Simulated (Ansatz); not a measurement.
Short convergence ladders for MgB₂ (P6/mmm, 3 atoms in the cell)

```
MgB2
1.0
    1.55272    -2.68940     0.00000
    1.55272     2.68940     0.00000
    0.00000     0.00000     3.53760
Mg B
1 2
Direct
  0.00000   0.00000   0.00000
  0.33333   0.66667   0.50000
  0.66667   0.33333   0.50000
```

Base method: PBEsol, default PAW files made with PBE (plane waves; Ansatz, a first-principles code).

Base settings: basis.ecutwfc = 420 eV; kpoints.mp_grid.grid = 12 12 9; hamiltonian.xc = pbesol; hamiltonian.pseudopotentials = {kind: paw} (the program's default PAW files); scf.occupations.method = fermi_dirac; scf.occupations.width = 0.1 eV.

**Zone-centre phonons against the cutoff**

In this ladder: phonons.method = dfpt.

The mesh stays at the base's, so the ladder's end is converged at best in this setting alone.

Frequencies are those of the unrelaxed cell, without the LO-TO term of polar crystals.

Only quantities that move along the ladder and can be compared are tabulated.

```tsv
basis.ecutwfc	highest zone-centre frequency (cm⁻¹)	lowest optical frequency (cm⁻¹)
210 eV	670.5	311.4
250 eV	676.4	328.1
295 eV	677.7	320.9
355 eV	676.1	322.2
420 eV	677.3	322.7
505 eV	677.2	322.5
630 eV	677.2	322.5
```

Coarsest basis.ecutwfc that holds the lowest optical frequency within 1 cm⁻¹ of the last step, with all finer ones: 355 eV; the step before is off by 1.6 cm⁻¹.

Coarsest basis.ecutwfc that holds the highest zone-centre frequency within 5 cm⁻¹ of the last step, with all finer ones: 250 eV; the step before is off by 6.7 cm⁻¹.

**The q mesh of the phonons**

In this ladder: kpoints.mp_grid.grid = 12 12 12; phonons.method = dfpt.

Only quantities that move along the ladder and can be compared are tabulated.

Thermal sums run over frequencies interpolated from this q mesh.

| phonons.qmesh | zero-point energy (meV/atom) | vibrational free energy at 300 K (meV/atom) |
|---|---|---|
| 1 1 1 | 69.06 | 49.83 |
| 2 2 2 | 84.14 | 69.86 |
| 3 3 3 | 85.49 | 71.13 |

Coarsest phonons.qmesh that holds the zero-point energy within 1 meV/atom: not settled: the last two steps still differ by 1.3 meV/atom, over half the tolerance, so the ladder does not show it.

Coarsest phonons.qmesh that holds the vibrational free energy at 300 K within 2 meV/atom: not settled: the last two steps still differ by 1.3 meV/atom, over half the tolerance, so the ladder does not show it.

On the base run: the starting cell has typed, rounded lattice constants, without a prior relaxation at this level. Its lattice was rescaled by up to half a per cent. In the base run, with a pressure of about -6 GPa the cell is away from its equilibrium volume at this level.

Keys are those of Ansatz 0.2.
